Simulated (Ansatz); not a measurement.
## Effect of pressure 5 GPa on TaSi2

Base system: TaSi$_{2}$ (space group P6_222, No. 180; a = 4.7760 Å, c = 6.5628 Å).

Perturbation: a hydrostatic pressure of 5 GPa.

Method: Ansatz (a first-principles code), r2SCAN, PAW, cutoff 500 eV, spin-orbit coupling left out. Settings: 11×11×7 k-points, 0.05 eV Fermi–Dirac smearing.

Volume per atom: 14.06 Å³ (base 14.40 Å³)
Lattice parameter a: 4.733 Å (base 4.776 Å)
c/a ratio: 1.378 (base 1.374)
Shortest interatomic distance: 2.533 Å (base 2.550 Å)
Enthalpy H = E + PV relative to the base's energy: +0.44 eV/atom
Band gap: zero (base zero)

Load acts through the strain it causes; cell and atoms are relaxed under it. Stability against distortions was not tested. No other phases were tried under pressure. The final runs are not spin-polarised. An odd electron count without spin: TaSi2.
